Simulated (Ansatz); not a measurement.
Start from BAs in the zinc blende structure (space group F-43m, No. 216; a = 4.768 Å).

Method: plane-wave PAW DFT at the PBEsol level (Ansatz, a quantum-chemistry and plane-wave program, 420 eV), no spin-orbit coupling, earlier PAW set.

Base values:

| Property | Result |
|---|---|
| Pressure | 0.00 GPa |
| Smallest direct gap | 3.25 eV |

It is then changed as follows: every lattice vector is shortened by 3.18 %, atoms relaxed at fixed cell.

Q: Estimate the effect on the pressure and smallest direct gap.

A: The pressure goes from zero to 16.56 GPa; the smallest direct gap increases by 0.13 eV to 3.38 eV.

The cells carry an imposed strain or load. No phonon test of stability was made.
